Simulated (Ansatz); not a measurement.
The starting structures come from a database of crystals and need not be the phases stable at ambient conditions.

 Where the default PAW files enter, the runs use the earlier of Ansatz's two default sets.

# Evanescent states of AlGaP₂ (P-4m2, not sure to be the ambient phase, 4 atoms a cell, 20.4 Å³ an atom) along the normal of (100)

Calculation: PBEsol (plane waves, PAW; Ansatz, an electronic-structure program).

The gap is the functional's own, uncorrected, and κ follows it; spin-orbit coupling is left out. Mid-gap values are interpolated between the computed energies.

Energies count from the valence-band top; κ is the least over a 8×6 mesh across the current.

| E (eV) | κ (1/Å) | where |
|---|---|---|
| 0.04 | 0.036 | Γ |
| 0.14 | 0.061 | Γ |
| 0.23 | 0.078 | Γ |
| 0.32 | 0.090 | Γ |
| 0.41 | ___ | Γ |
| 0.49 | ___ | Γ |
| 0.58 | ___ | Γ |
| 0.68 | 0.117 | Γ |
| 0.77 | ___ | Γ |
| 0.85 | ___ | Γ |
| 0.94 | ___ | Γ |
| 1.03 | ___ | Γ |
| 1.12 | 0.117 | off Γ |
| 1.22 | 0.109 | off Γ |
| 1.30 | 0.100 | off Γ |
| 1.40 | 0.084 | off Γ |

**Question.** Some entries are withheld; supply them.

**Answer.** 
- 0.41, κ (1/Å): 0.099
- 0.49, κ (1/Å): 0.107
- 0.58, κ (1/Å): 0.113
- 0.77, κ (1/Å): 0.121
- 0.85, κ (1/Å): 0.122
- 0.94, κ (1/Å): 0.122
- 1.03, κ (1/Å): 0.121
